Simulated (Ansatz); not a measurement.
We consider MgZn₂ (P6₃/mmc, No. 194), described by r²SCAN+rVV10 (Ansatz, a quantum-chemistry and plane-wave program, PAW).

Settings: plane-wave cutoff 560 eV, 12×12×8 k mesh (along the axes of the cell as run), Fermi–Dirac smearing 0.05 eV, scalar-relativistic PAW data made under PBE.

Shape and atoms are relaxed at each volume.

Pressure at four volumes; x = ln(V/15.825 Å³). One pressure is withheld.

| V (Å³/atom) | x | P (GPa) |
|---|---|---|
| 15.192 | -0.0408 | 3.48 |
| 15.825 | 0.0000 | 0.00 |
| 16.142 | 0.0198 | -1.47 |
| 16.458 | 0.0392 | ? |

### Question
Pass a parabola P(x) through the three rows shown, estimate the bulk modulus and its pressure derivative near zero pressure, and predict the withheld pressure.

### Answer
Slopes between the rows: (0.00 − (3.48))/(0.0000 − (-0.0408)) = -85.29 and (-1.47 − (0.00))/(0.0198 − (0.0000)) = -74.24 GPa. Their difference over the span 0.0606 is c = 11.05/0.0606 = 182.3 GPa, so P(x) = 3.48 + (-85.29)(x − (-0.0408)) + 182.3 (x − (-0.0408))(x − (0.0000)). At the middle row B = −dP/dx = −[-85.29 + 182.3 × 0.0408] = 77.9 GPa, and B′ = dB/dP = 2c/B = 4.7. At x = 0.0392 the parabola gives -2.77 GPa; the run gives -2.78 GPa. The Birch–Murnaghan fit to the energies at all volumes has B0 = 77.6 GPa and B′ = 4.6.

Note: the volume lies 6 % below that of the published cell; the bulk modulus comes from volumes at which shape and atoms were relaxed.
